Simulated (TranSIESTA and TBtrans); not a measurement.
**Au chain with one S atom inserted**

System: Au chain with one S atom inserted. Leads: straight Au chain, spacing 2.55 Å. Geometry: 3 atoms about the centre moved by SIESTA (PBE, DZP) to a largest force of 0.03 eV/Å, all others as built, motion along the axis alone.

Method: TranSIESTA and TBtrans, PBE, SZP numerical orbitals (energy shift 0.15 eV), PseudoDojo norm-conserving scalar-relativistic potentials, mesh cutoff 200 Ry, 300 K, no spin polarisation, no spin-orbit coupling; self-consistent non-equilibrium Green functions.

- Conductance at 300 K (G0 = 2e²/h): 0.93
- Thermopower (μV/K): 44
- Mean T from −0.5 to 0.5 eV: 0.90

Energies count from the leads' Fermi level. Transmissions are for one spin of a degenerate pair. The energy step is 0.01 eV; narrower resonances are cut or missed.

| E (eV) | T | lead channels |
|---|---|---|
| -2.00 | 1.26 | 3 |
| -1.90 | 1.26 | 3 |
| -1.80 | 1.27 | 3 |
| -1.70 | 1.28 | 3 |
| -1.60 | 1.30 | 3 |
| -1.50 | 1.34 | 3 |
| -1.40 | 1.41 | 3 |
| -1.30 | 1.58 | band edge |
| -1.20 | 1.33 | band edge |
| -1.10 | 0.69 | band edge |
| -1.00 | 0.67 | band edge |
| -0.90 | 0.82 | band edge |
| -0.80 | 0.80 | 4 |
| -0.70 | 0.81 | 4 |
| -0.60 | 0.88 | 4 |
| -0.50 | 1.00 | 4 |
| -0.40 | 1.15 | 4 |
| -0.30 | 1.26 | 4 |
| -0.20 | 1.33 | 4 |
| -0.10 | 1.38 | 4 |
| 0.00 | 0.68 | 1 |
| 0.10 | 0.62 | 1 |
| 0.20 | 0.57 | 1 |
| 0.30 | 0.54 | 1 |
| 0.40 | 0.51 | 1 |
| 0.50 | 0.48 | 1 |
| 0.60 | 0.47 | 1 |
| 0.70 | 0.45 | 1 |
| 0.80 | 0.44 | 1 |
| 0.90 | 0.43 | 1 |
| 1.00 | 0.42 | 1 |
| 1.10 | 0.41 | 1 |
| 1.20 | 0.40 | 1 |
| 1.30 | 0.39 | 1 |
| 1.40 | 0.38 | 1 |
| 1.50 | 0.38 | 1 |
| 1.60 | 0.37 | 1 |
| 1.70 | 0.36 | 1 |
| 1.80 | 0.35 | 1 |
| 1.90 | 0.34 | 1 |
| 2.00 | 0.33 | 1 |

The leads' channel count changes near -0.01 eV, within the thermal window, so values at the Fermi level hang on where that band edge falls. The straight chain is held at its spacing; free chains may zigzag or dimerise. No spin-polarised start was tried, so a magnetic state, if there is one, is missed. Spin-orbit coupling, left out here, matters for the heavy atoms.
